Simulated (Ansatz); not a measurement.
## The (100) surface of rock-salt TaC, Sc on all Ta sites of the top plane (bottom of the slab: a bare face, its two planes held)

The numbers are results of PBE (plane waves to 420 eV, PAW; Ansatz, an electronic-structure program), not measurements.

Slab: 12 atoms, 11.2 Å thick at the start; k 12x12x1, smearing 0.1 eV, dipole-corrected; 4 atoms held, the rest relaxed; start symmetry kept, larger cells not searched; no spin, no spin-orbit, no U. In PBE it lies 0.39 eV a 1x1 cell over the lowest computed structure of the same composition (Sc on all Ta sites of the second plane).

```json
{
 "work_function_of_the_top_face": "3.11 eV",
 "energy_released_by_relaxation": "0.14 eV",
 "cost": "around 6 core-minutes (rough)"
}
```
